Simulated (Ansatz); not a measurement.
**Size effect: Pt beside Mo**

Pt (Fm-3m): ρ₀ = 8.95 μΩ·cm, ℓ = 5.53 nm. Mo (Im-3m): ρ₀ = 5.77 μΩ·cm, ℓ = 12.2 nm. Both at 300 K by PBE, DFPT electron-phonon coupling, linearised Boltzmann equation (plane waves, PAW, scalar-relativistic; Ansatz, a program for electronic structure); third figures are kept for the arithmetic, and halving the electron mesh moves ρ₀ by up to 2 and 1 % at 300 K, and ℓ by up to 7 and 2 % (the most at any temperature). Cell of Pt: a = b = c = 2.807 Å, α = β = γ = 60.00°. On Mo: eigensolver warning.

Square wire of width d: ρ − ρ₀ = ρ₀ℓ × [0.75(1 − p)/d + 1.5R/((1 − R)D)], with p = 0, R = 0.15, D = d.

Reduce the formula and give each metal's size term.

With D = d the size term is Kρ₀ℓ/d, K = 0.75 × 1.0 + 1.5 × 0.15/0.85 = 1.01. Pt: ρ₀ℓ = 4.9×10⁻¹⁶ Ω·m², ρ = 8.95 + 50/d. Mo: 7.04×10⁻¹⁶ Ω·m², ρ = 5.77 + 71.1/d (μΩ·cm, d in nm).

Do these numbers give a width at which Pt overtakes?

d* = K × (70.4 − 49.5)/(8.95 − 5.77) ≈ 6.6 nm; narrower wires favour Pt. For one path shared by all states the runs give ρ₀ℓ = 3.55 and 6.09×10⁻¹⁶ Ω·m², in the same order.

Tabulate ρL/d² for L = 1 μm against the trench width w. Take w = 9, 14, 20, 30 nm.


| w (nm) | ρ, Pt (μΩ·cm) | Ω/μm, Pt | ρ, Mo (μΩ·cm) | Ω/μm, Mo |
|---|---|---|---|---|
| 9 | 14.5 | 1790 | 13.7 | 1690 |
| 14 | 12.5 | 640 | 10.8 | 550 |
| 20 | 11.4 | 290 | 9.3 | 230 |
| 30 | 10.6 | 118 | 8.1 | 90 |

The line of Mo has the lower resistance at w = 9, 14, 20, 30 nm.

The formula is the first-order form of the Fuchs-Sondheimer and Mayadas-Shatzkes models for a square wire of an isotropic metal and fails where d lies far under ℓ. Neither p nor R nor D comes from the calculation. Defining ℓ as one path for all states would lower each ρ₀ℓ, not all alike. Only harmonic phonons scatter in ρ₀; disorder, surface states and the phase's stability aren't judged.

The missing spin-orbit coupling matters most for Pt (Fm-3m).
